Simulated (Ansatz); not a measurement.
Band structure of Sb (R-3m, 2 atoms in the cell).

```
CELL_PARAMETERS angstrom
      3.89204    -2.11944     0.00000
      3.89204     2.11944     0.00000
      2.73789     0.00000     3.48483
ATOMIC_POSITIONS crystal
  Sb 0.23350 0.23350 0.23350
  Sb 0.76650 0.76650 0.76650
```

Computed with PBE (plane waves, PAW; Ansatz, a first-principles code).

Settings: kpoints.mp_grid.grid = 8 8 8; hamiltonian.xc = pbe; hamiltonian.pseudopotentials = {kind: paw} (the program's default PAW files); scf.occupations.method = fermi_dirac; scf.occupations.width = 0.1 eV; kpoints.band_path.path = [[0.0, 0.0, 0.0], [0.5, 0.0, 0.0], [0.5, 0.23979349, -0.23979349]]; kpoints.band_path.npoints = 8.

The starting cell has typed, rounded lattice constants, without a prior relaxation at this level. Its lattice was rescaled by a random factor within 2.5 % of one. Spin-orbit coupling is off.

Levels in eV from the Fermi level, bands 12 to 18:
```json
[
 {"point": "Γ", "12": "-4.60", "13": "-2.24", "14": "-1.95", "15": "-1.95", "16": "2.06", "17": "2.73", "18": "2.73"},
 {"point": "L", "12": "-9.92", "13": "-2.10", "14": "-1.98", "15": "-0.37", "16": "-0.23", "17": "0.14", "18": "0.40"},
 {"point": "B1", "12": "-9.24", "13": "-5.35", "14": "-5.20", "15": "-0.80", "16": "0.68", "17": "4.55", "18": "4.64"}
]
```

Bands cross the Fermi level along this path, so the cell is metallic at this level.

Keys are those of Ansatz 0.2.
